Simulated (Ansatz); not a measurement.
Sn on the 1x1 (111) surface of fcc Au (the real clean face reconstructs), one in a 3x3 cell, energies for each (67.4 Å²). Energies are against an atom of beta tin, without zero-point or thermal terms; each row is named by its start.

Level of theory: PBE (plane waves to 420 eV, PAW; Ansatz, a first-principles code).

Set-up: 37 atoms, 7.2 Å thick at the start under the adsorbate (thin: gaps and levels are the slab's own); mesh 4x4x1; 0.1 eV smearing; dipole correction on; 18 atoms held, the rest relaxed; each run with such symmetry as its start has; spin-polarised, no spin-orbit, no U, no dispersion correction.

A negative adsorption energy means that the adsorbate is more stable on the surface than in its reference. Heights count from the host atoms within 0.3 Å of the top one.

```csv
starting site,E_ads (eV),height (Å),nearest host atom (Å),bonded to,Δ work function (eV),lateral drift (Å),moment (μB)
top Au,[?],2.20,Au 2.55,Au,-0.81,0.0,0.0
hollow Au-Au-Au over Au at depth 2.4 Å,-0.27,2.10,Au 2.73,3 Au,-0.61,0.0,0.0
hollow Au-Au-Au over Au at depth 4.8 Å,-0.34,[?],Au 2.73,3 Au,[?],0.0,0.0
```

**Question.** Complete the blanks.

**Answer.** 
- top Au, E_ads (eV): 0.50
- hollow Au-Au-Au over Au at depth 4.8 Å, height (Å): 2.08
- hollow Au-Au-Au over Au at depth 4.8 Å, Δ work function (eV): -0.59
